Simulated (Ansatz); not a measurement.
# BaZnBO3F (space group P-6, No. 174)

```cif
data_BBaFO3Zn
_chemical_formula_sum 'Ba1 Zn1 B1 O3 F1'
_space_group_name_H-M_alt 'P-6'
_space_group_IT_number 174
_space_group_name_Hall 'P -6'
_cell_length_a 5.03726
_cell_length_b 5.03726
_cell_length_c 4.27348
_cell_angle_alpha 90.000
_cell_angle_beta 90.000
_cell_angle_gamma 120.000
loop_
_atom_site_label
_atom_site_type_symbol
_atom_site_symmetry_multiplicity
_atom_site_Wyckoff_symbol
_atom_site_fract_x
_atom_site_fract_y
_atom_site_fract_z
_atom_site_occupancy
Ba1 Ba 1 b 0.00000 0.00000 0.50000 1
Zn1 Zn 1 e 0.66667 0.33333 0.00000 1
B1 B 1 c 0.33333 0.66667 0.00000 1
O1 O 3 j 0.30594 0.37994 0.00000 1
F1 F 1 f 0.66667 0.33333 0.50000 1
```

Calculations: PBEsol/PAW in Ansatz (a first-principles code), no spin-orbit coupling. k-mesh 8×8×8 (Γ-centred); smearing 0.05 eV (Fermi–Dirac).

| Property | Value |
|---|---|
| Volume per atom | 13.42 Å³ |
| Density | 4.96 g/cm³ |
| Band gap | 3.72 eV, indirect, K → Γ |
| Electron mass | 0.48 mₑ |
| Total energy | -1683.857 eV/atom (σ→0; compares only within this code and set-up) |

Masses are band curvatures over ±0.01 Å⁻¹ around the edge. Stability against distortions was not tested.
